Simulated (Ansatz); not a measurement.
End structure of NH3 on the 1x1 (110) surface of bcc Ta, one in a 2x2 cell, started at the site 'top Ta':

```yaml
crystal:
  lattice:
    - [5.74873, 0.00000, 0.00000]
    - [-1.91624, 5.41995, 0.00000]
    - [0.00000, 0.00000, 26.50000]
  atoms:
    - { symbol: Ta, position: [0.25000, 0.25000, 0.37115] }
    - { symbol: Ta, position: [0.25000, 0.75000, 0.37115] }
    - { symbol: Ta, position: [0.75000, 0.25000, 0.37115] }
    - { symbol: Ta, position: [0.75000, 0.75000, 0.37115] }
    - { symbol: Ta, position: [0.00000, 0.00000, 0.45545] }
    - { symbol: Ta, position: [0.00000, 0.50000, 0.45545] }
    - { symbol: Ta, position: [0.50000, 0.00000, 0.45545] }
    - { symbol: Ta, position: [0.50000, 0.50000, 0.45545] }
    - { symbol: Ta, position: [0.24890, 0.25101, 0.54400] }
    - { symbol: Ta, position: [0.25089, 0.75090, 0.54480] }
    - { symbol: Ta, position: [0.74912, 0.24913, 0.54494] }
    - { symbol: Ta, position: [0.75103, 0.74888, 0.54401] }
    - { symbol: Ta, position: [0.99951, 0.00045, 0.62794] }
    - { symbol: Ta, position: [0.00074, 0.50083, 0.63723] }
    - { symbol: Ta, position: [0.49908, 0.99892, 0.62824] }
    - { symbol: Ta, position: [0.50034, 0.49948, 0.62794] }
    - { symbol: N, position: [0.99950, 0.49993, 0.72496] }
    - { symbol: H, position: [0.16803, 0.50330, 0.73816] }
    - { symbol: H, position: [0.96456, 0.65317, 0.73776] }
    - { symbol: H, position: [0.86546, 0.34485, 0.73791] }
```

Set-up: 20 atoms, 6.8 Å thick at the start under the adsorbate (thin: gaps and levels are the slab's own); mesh 5x5x1; 0.1 eV smearing; dipole correction on; 8 atoms held, the rest relaxed; no symmetry held; no spin, no spin-orbit, no U, no dispersion correction. At the end it is bonded to Ta. In PBE it is, or lies within 0.03 eV of, the lowest of the starts that converged.

A negative adsorption energy means that the adsorbate is more stable on the surface than in its reference.

Q: Estimate the adsorption energy against NH3(g) that PBE (Ansatz, an electronic-structure program) returns for this input.

A: -17.7 kcal/mol

Q: Give the change of the work function at the level PBE.

A: -2.14 eV

Q: Predict the change of the step from the bottom to the top vacuum level, against the clean slab from PBE.

A: -2.12 eV

Q: Estimate the work function of the top face that PBE returns for this input.

A: 2.63 eV
